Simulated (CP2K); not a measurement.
**Input and output of a self-consistent single point for Bi2Te3 (R-3m, 5 atoms in the cell) (CP2K)**

Computed with PBE, GPW, DZVP-MOLOPT-PBE-GTH basis, GTH-PBE potentials (POTENTIAL_UZH) (CP2K).

The input file:

```
&GLOBAL
  PROJECT calc
  RUN_TYPE ENERGY_FORCE
  PRINT_LEVEL MEDIUM
&END GLOBAL
&FORCE_EVAL
  METHOD Quickstep
  STRESS_TENSOR ANALYTICAL
  &DFT
    BASIS_SET_FILE_NAME BASIS_MOLOPT_UZH
    POTENTIAL_FILE_NAME POTENTIAL_UZH
    &QS
      METHOD GPW
      EPS_DEFAULT 1E-10
    &END QS
    &MGRID
      CUTOFF 400
      REL_CUTOFF 50
      NGRIDS 5
    &END MGRID
    &SCF
      SCF_GUESS ATOMIC
      EPS_SCF 1E-6
      MAX_SCF 100
      ADDED_MOS 6
      &DIAGONALIZATION
        ALGORITHM STANDARD
      &END DIAGONALIZATION
      &MIXING
        METHOD BROYDEN_MIXING
        ALPHA 0.2
        NBUFFER 12
      &END MIXING
      &SMEAR ON
        METHOD FERMI_DIRAC
        ELECTRONIC_TEMPERATURE [K] 232.09
      &END SMEAR
    &END SCF
    &KPOINTS
      SCHEME MACDONALD 4 4 4 0.125 0.125 0.125
    &END KPOINTS
    &XC
      &XC_FUNCTIONAL PBE
      &END XC_FUNCTIONAL
    &END XC
    &PRINT
      &MO
        EIGENVALUES T
        OCCUPATION_NUMBERS T
        NDIGITS 8
        FILENAME mo
        &EACH
          QS_SCF 0
        &END EACH
        ADD_LAST NUMERIC
      &END MO
      &MULLIKEN ON
      &END MULLIKEN
    &END PRINT
  &END DFT
  &SUBSYS
    &CELL
      A 11.29618600 0.00000000 0.00000000
      B 10.39339600 4.42505800 0.00000000
      C 10.39339600 2.12043700 3.88392800
      PERIODIC XYZ
    &END CELL
    &COORD
      Bi      19.35148984     3.94804622     2.34266885
      Bi      12.73148816     2.59744878     1.54125915
      Te      25.12716379     5.12638587     3.04186522
      Te       6.95581421     1.41910913     0.84206278
      Te       0.00000000     0.00000000     0.00000000
    &END COORD
    &KIND Bi
      BASIS_SET DZVP-MOLOPT-PBE-GTH-q5
      POTENTIAL GTH-PBE-q5
    &END KIND
    &KIND Te
      BASIS_SET DZVP-MOLOPT-PBE-GTH-q6
      POTENTIAL GTH-PBE-q6
    &END KIND
  &END SUBSYS
  &PRINT
    &FORCES ON
    &END FORCES
    &STRESS_TENSOR ON
    &END STRESS_TENSOR
  &END PRINT
&END FORCE_EVAL
```

Output, abridged:

```
 GLOBAL| Method name                                                        CP2K
 GLOBAL| Project name                                                       calc
 GLOBAL| Run type                                                   ENERGY_FORCE

 CELL| Volume [angstrom^3]:                                           194.143106
 CELL| Vector a [angstrom]:      11.296     0.000     0.000   |a| =    11.296186
 CELL| Vector b [angstrom]:      10.393     4.425     0.000   |b| =    11.296186
 CELL| Vector c [angstrom]:      10.393     2.120     3.884   |c| =    11.296187
 CELL| Angle (b,c), alpha [degree]:                                    23.062208
 CELL| Angle (a,c), beta  [degree]:                                    23.062211
 CELL| Angle (a,b), gamma [degree]:                                    23.062205
 CELL| Numerically orthorhombic:                                              NO
 CELL| Periodicity                                                           XYZ

 DFT| Spin restricted Kohn-Sham (RKS) calculation                            RKS
 DFT| Multiplicity                                                             1
 DFT| Number of spin states                                                    1
 DFT| Charge                                                                   0
 DFT| XC density smoothing                                                  NONE
 DFT| XC derivatives                                                          PW

 QS| Method:                                                                 GPW
 QS| Density plane wave grid type                        NON-SPHERICAL FULLSPACE
 QS| Number of grid levels:                                                    5
 QS| Density cutoff [a.u.]:                                                200.0
 QS| Multi grid cutoff [a.u.]: 1) grid level                               200.0
   [... lines left out ...]
 BRILLOUIN| Wavefunction type                                            COMPLEX
 BRILLOUIN| List of Kpoints [2 Pi/Bohr]                                       36
 BRILLOUIN| Number           Weight            X              Y              Z
 BRILLOUIN|     1           0.03125       -0.25000       -0.25000       -0.25000
 BRILLOUIN|     2           0.03125       -0.25000       -0.25000        0.00000
 BRILLOUIN|     3           0.03125       -0.25000       -0.25000        0.25000
   [... 33 lines left out ...]
 *******************************************************************************

 Extrapolation method: initial_guess

 Re-scaling the density matrix to get the right number of electrons
                  # Electrons              Trace(P)               Scaling factor
                           28                28.000                        1.000

 Number of electrons:                                                         28
 Number of occupied orbitals:                                                 14
 Number of molecular orbitals:                                                20

 Number of orbital functions:                                                 65
 Number of independent orbital functions:                                     65
 SCF WAVEFUNCTION OPTIMIZATION

  Step     Update method      Time    Convergence         Total energy    Change
     1 NoMix/Diag. 0.20E+00      -     0.37990590       -35.4020805388 -3.54E+01
     2 Broy./Diag. 0.20E+00      -     0.02090554       -35.8338893578 -4.32E-01
     3 Broy./Diag. 0.20E+00      -     0.04212698       -35.6217859014  2.12E-01
     4 Broy./Diag. 0.20E+00      -     0.01440938       -35.5309044154  9.09E-02
     5 Broy./Diag. 0.20E+00      -     0.00270165       -35.4993977589  3.15E-02
     6 Broy./Diag. 0.20E+00      -     0.00219781       -35.4859745406  1.34E-02
     7 Broy./Diag. 0.20E+00      -     0.00022759       -35.4806224461  5.35E-03
     8 Broy./Diag. 0.20E+00      -     0.00014743       -35.4785534712  2.07E-03
     9 Broy./Diag. 0.20E+00      -     0.00001940       -35.4783779761  1.75E-04
    10 Broy./Diag. 0.20E+00      -     0.00002660       -35.4781923392  1.86E-04
    11 Broy./Diag. 0.20E+00      -     0.00000410       -35.4781698218  2.25E-05
    12 Broy./Diag. 0.20E+00      -     0.00000307       -35.4781851965 -1.54E-05
    13 Broy./Diag. 0.20E+00      -     0.00000041       -35.4781945076 -9.31E-06
  *** SCF run converged in    13 steps ***

  Electronic density on regular grids:        -28.0000000000       -0.0000000000
  Core density on regular grids:               27.9999999910       -0.0000000090
  Total charge density on r-space grids:       -0.0000000090
  Total charge density g-space grids:          -0.0000000090

  Overlap energy of the core charge distribution:               0.00000000006369
  Self energy of the core charge distribution:                -75.83132530304096
  Core Hamiltonian energy:                                     15.43877436115152
  Hartree energy:                                              32.98943023903308
  Exchange-correlation energy:                                 -8.07507379349736
  Electronic entropic energy:                                  -0.00000001132574
  Fermi energy:                                                 0.12744651735783

  Total energy:                                               -35.47819450761602
  Total energy (extrapolated to T->0):                        -35.47819450195315

                     Mulliken Population Analysis

 #  Atom  Element  Kind  Atomic population                           Net charge
       1     Bi       1          5.005610                             -0.005610
       2     Bi       1          5.005610                             -0.005610
       3     Te       2          5.981911                              0.018089
       4     Te       2          5.981911                              0.018089
       5     Te       2          6.024959                             -0.024959
 # Total charge                             28.000000                 -0.000000

 ENERGY| Total FORCE_EVAL ( QS ) energy [hartree]            -35.478198445742954

 FORCES| Atomic forces [hartree/bohr]
 FORCES|   Atom     x               y               z               |f|
 FORCES|      1  1.20548286E-03  2.45944245E-04  1.45914200E-04   1.23893844E-03
 FORCES|      2 -1.20551223E-03 -2.45949885E-04 -1.45930156E-04   1.23897001E-03
 FORCES|      3 -3.91196142E-03 -7.98118961E-04 -4.73574837E-04   4.02053593E-03
 FORCES|      4  3.91199116E-03  7.98118388E-04  4.73580398E-04   4.02056541E-03
 FORCES|      5 -3.76854064E-10  6.21291656E-09  1.03946677E-08   1.21157529E-08
 FORCES| Sum     8.06269790E-13 -7.39368643E-13  1.78492614E-13
 FORCES| Total atomic force                                       1.10842076E-12

 STRESS| Analytical stress tensor [bar]
 STRESS|                        x                   y                   z
 STRESS|      x       -1.71076482777E+04  -2.65762589240E+02  -1.57627749567E+02
 STRESS|      y       -2.65762589240E+02  -1.58593370580E+04  -3.21920253571E+01
 STRESS|      z       -1.57627749567E+02  -3.21920253571E+01  -1.58243074561E+04
 STRESS| 1/3 Trace                                            -1.62637642640E+04
```

The run converged in 13 iterations.

The starting cell comes from a database of computed structures (which also holds hypothetical and non-ambient phases and stackings), without a prior relaxation at this level. Its lattice was rescaled by a random factor within 2.5 % of one. Values carry the incompleteness of an atom-centred basis.

Cost on one core of a shared machine: roughly 2 min.
